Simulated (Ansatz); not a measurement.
Structure of amorphous hafnium silicate (Hf$_{10}$Si$_{10}$O$_{40}$) (periodic cell):

```
HfO4Si
1.0
    9.70277     0.17099     0.19577
    0.17099     9.55075    -0.00455
    0.19577    -0.00455     9.46750
Hf Si O
10 10 40
Direct
  0.34953   0.20308   0.86253
  0.99527   0.84727   0.63043
  0.47661   0.80470   0.92859
  0.70708   0.95843   0.16471
  0.19122   0.38939   0.13359
  0.32399   0.86417   0.42267
  0.93667   0.18853   0.37891
  0.14881   0.59860   0.86997
  0.01447   0.70335   0.25274
  0.98634   0.17033   0.73840
  0.72527   0.78631   0.47989
  0.66968   0.27803   0.78348
  0.87882   0.84603   0.92793
  0.38245   0.37739   0.54988
  0.47086   0.59055   0.22485
  0.42206   0.10332   0.18774
  0.57077   0.00385   0.65529
  0.61515   0.32045   0.31629
  0.08739   0.46055   0.52412
  0.58710   0.56803   0.66230
  0.47113   0.99803   0.80459
  0.57031   0.68586   0.78367
  0.71286   0.88249   0.95207
  0.65058   0.15287   0.66200
  0.51609   0.68282   0.08905
  0.18804   0.83963   0.58804
  0.43126   0.69412   0.35871
  0.23436   0.40725   0.91768
  0.67508   0.83557   0.32562
  0.57815   0.17297   0.22274
  0.33482   0.49969   0.20199
  0.14996   0.15062   0.84379
  0.02874   0.53840   0.38418
  0.54206   0.27495   0.89718
  0.09818   0.55695   0.66550
  0.43208   0.52199   0.62244
  0.35607   0.25870   0.66643
  0.85140   0.05960   0.24960
  0.89728   0.77499   0.45613
  0.32955   0.20986   0.09133
  0.07240   0.57221   0.08010
  0.82419   0.25182   0.84484
  0.06785   0.26807   0.24598
  0.67766   0.42944   0.70339
  0.47264   0.95585   0.53312
  0.32863   0.04848   0.31729
  0.76793   0.30664   0.37349
  0.49740   0.31258   0.43981
  0.49209   0.97078   0.09639
  0.95613   0.71929   0.83217
  0.90843   0.82856   0.09840
  0.97616   0.04833   0.55480
  0.00191   0.31771   0.56710
  0.59808   0.47117   0.23798
  0.24207   0.40757   0.46793
  0.16577   0.80922   0.28948
  0.28633   0.73768   0.89668
  0.66952   0.63458   0.52443
  0.71033   0.89352   0.61829
  0.93915   0.96931   0.81901
```

Methods: PBE, scalar-relativistic without spin-orbit coupling (Ansatz, a quantum-chemistry and plane-wave program); r2SCAN, scalar-relativistic without spin-orbit coupling (Ansatz); HSE06, scalar-relativistic without spin-orbit coupling (Ansatz). Neutral PBE cell, which sets geometry, pressure and energy: sampling: a 2×2×2 Γ-centred mesh; Fermi-Dirac width 0.02 eV; no spin polarisation. Exact exchange is cut at the faces of this 9 Å cell, which leaves hybrid gaps a finite-size error.

Preparation: random packing, a CHGNet melt and quench, and a DFT relaxation. O atoms were pushed apart under 1.9 Å during the dynamics, to hinder bonds among them. The hot cell started wider than the set density and was brought back towards it in steps. It is the lowest in DFT energy of 2 quenches. It is a model cell: composition and starting density were chosen by hand, and all elements were melted together. No dispersion term was used. Its density started from a set value of 5.40 and ended at 5.12 g/cm³. Cooling (nominally 91 K/ps over its main leg) ran many orders faster than in experiment, which tends to leave more defects and strain. Values belong to this one cell and scatter from quench to quench. Volume and shape were free in the relaxation.

**Question.** Give the pressure, the energy against reference phases and the spacing of the highest filled and lowest empty levels.

**Answer.** 
Pressure on a 2×2×2 Γ-centred mesh: 0.01 GPa
Largest force and stress component on that mesh (the relaxation ran on the zone centre alone): 0.07 eV/Å and 0.0 GPa
Energy relative to HfSiO4 (I4_1/amd) (lowest mix at this level among the phases computed, not always the ambient ones): 185 meV/atom
Level gap on a 2×2×2 Γ-centred mesh (PBE): 4.29 eV
Level gap at the zone centre (PBE): 4.33 eV
Level gap at the zone centre (r2SCAN): 4.83 eV
Level gap at the zone centre (HSE06): 5.93 eV
Distance between the nearest levels spread over more than a fifth of the atoms or a third of the atoms of their main element (six at least) (PBE, zone centre): 4.37 eV

**Question.** At PBE and the zone centre, how localised are the states just below and above the Fermi level (participation number: the atoms over which a state spreads)?

**Answer.** The highest filled state is spread over 9.0 atoms' worth, largest on O27, with weights by element (charge in smoothed Voronoi cells) O 0.96, Hf 0.03, Si 0.02. The lowest empty state is spread over 28.8 atoms' worth, largest on Hf9, with weights by element (charge in smoothed Voronoi cells) O 0.57, Hf 0.37, Si 0.06.

At PBE the levels at the filled edge of the gap are localised (band-tail or defect states).

Bonds are counted up to Hf-Hf 3.34 Å, Hf-Si 2.89 Å, Hf-O 2.58 Å, Si-Si 2.60 Å, Si-O 1.92 Å, O-O 1.58 Å. Two cations that share two anions don't count as bonded, nor two that share one unless they lie closer than Hf-Hf 3.25 Å, Hf-Si 2.81 Å, Si-Si 2.38 Å.

Added carriers, by PBE, scalar-relativistic without spin-orbit coupling run with Ansatz on the zone centre alone. Charged cells keep the cell fixed and stand in a uniform background, with no image correction, at a width of 0.01 eV; where the count is odd the moment is locked at 1 μB, unless the neutral cell bore moments. Each starts from the undistorted neutral geometry alone. PBE's self-interaction favours spread-out carriers, so it can miss traps that a hybrid finds.

**Question.** What happens at PBE when the cell takes an extra electron and the atoms relax?

**Answer.** Relaxation lowers the charged cell by 0.39 eV. The largest moves are Hf4 0.50 Å, O56 0.43 Å, O30 0.40 Å, O48 0.40 Å. The level that holds the added charge spreads over 5.8 atoms' worth, most on Hf9 (weight 0.30): a localised (trapped) carrier, which neighbours of that atom can share. Bonds broken: Hf4-O30. Made neutral again at that geometry, the cell lies +1.33 eV from the neutral start.

**Question.** What happens at PBE when the cell takes a hole and the atoms relax?

**Answer.** Relaxation lowers the charged cell by 0.07 eV. The largest moves are O37 0.15 Å, O36 0.12 Å, O55 0.09 Å, O32 0.08 Å. The level that was emptied spreads over 14.2 atoms' worth, most on O27 (weight 0.15): a partly localised carrier. No bond crosses its cut-off with a change of over 0.15 Å (metal-metal contacts aside). Made neutral again at that geometry, the cell lies +0.12 eV from the neutral start.
